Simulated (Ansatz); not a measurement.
The starting structures come from a database of crystals and need not be the phases stable at ambient conditions.

By PBEsol, the system below comes out a metal.

Data:

```
CELL_PARAMETERS angstrom
      3.09943     0.00000     0.00000
      0.00000     3.87739     0.00000
      0.00000     1.93870     1.95319
ATOMIC_POSITIONS crystal
  Al 0.00000 0.00000 0.00000
  Ni 0.50000 0.50000 0.00000
```

Space group of this cell: Cmmm. The cell is taken as given.

The current flows along the normal of the first two printed cell vectors. No spin-orbit coupling; the value is a mean over 0.1 eV about the Fermi level.

Problem. Compute, with Ansatz (an electronic-structure program) with PBEsol, the ballistic conductance per area.

Solution. 1.0 × 10¹⁵ S/m² for both spins.
